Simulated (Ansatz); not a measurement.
BN (Cm, No. 8, 8 atoms in the cell; start mp-1599; a measured phase of this formula has another space group) was calculated with r²SCAN in Ansatz (plane waves, PAW).

Run with plane-wave cutoff 560 eV, 14×14×8 k mesh (along the axes of the cell as run), Fermi–Dirac smearing 0.01 eV, scalar-relativistic PAW data made under PBE.

Cell (relaxed with PBEsol):

```xyz
8
Lattice="6.5200 -1.2516 -0.0262 6.5200 1.2516 -0.0262 -0.0572 0.0000 4.3701" Properties=species:S:1:pos:R:3 pbc="T T T"
B     -0.0558     0.0000     4.3665
B      2.5835     0.0000     1.8604
B     11.2690     0.0000     1.6142
B      6.9029     0.0000     2.1514
N     12.7700     0.0000     1.4475
N      6.5531     0.0000     3.6569
N      8.4086     0.0000     1.9106
N      4.0496     0.0000     1.6976
```

Q: What does this level give for the band gap, smallest direct gap on the k points sampled and direct gap at Γ?

A: 
- band gap = 1.98 eV
- smallest direct gap on the k points sampled = 1.99 eV
- direct gap at Γ = 5.62 eV

Note: cell and atoms aren't relaxed at this level (pressure -0.6 GPa).

The computed numbers hold no vibrational or temperature effects.

Computing time: very roughly 3 core-minutes.

A start named mp-… is a Materials Project structure, which need not be a measured phase.

Ansatz is a quantum-chemistry and plane-wave program.
